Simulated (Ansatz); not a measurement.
Take InHO2 (space group Pnnm, No. 58; a = 4.5213 Å, b = 5.2824 Å, c = 3.2873 Å; a cell from a computed database, its experimental status unchecked) as the base.

Perturbation: hydrostatic tension (pressure −1 GPa).

Levels (all Ansatz, a first-principles code, PAW): PBEsol (420 eV, no spin-orbit coupling); PBEsol+SOC (420 eV, with spin-orbit coupling).

The geometry is relaxed with PBEsol.

- PBEsol gap character: direct at Γ
- PBEsol width of the top valence band: 0.48 eV
- PBEsol valence-band top at Γ: 0.00, -0.07, -0.22 eV
- PBEsol lowest conduction level above the VBM at special points: Γ 1.94 eV; X 4.68 eV; Y 4.80 eV; S 5.71 eV

With PBEsol+SOC at the same geometry, the gap character remains direct at Γ; the width of the top valence band remains 0.48 eV; the valence-band top at Γ (three highest Kramers pairs, from the VBM) stays 0.00, -0.07, -0.22 eV; the lowest conduction level above the VBM at special points changes from Γ 1.94 eV; X 4.68 eV; Y 4.80 eV; S 5.71 eV to Γ 1.94 eV; X 4.67 eV; Y 4.80 eV; S 5.71 eV.

Single points use the geometry relaxed with PBEsol. The spin-orbit shifts are approximate. Load acts through the strain it causes; cell and atoms are relaxed under it. Stability against distortions was not tested.
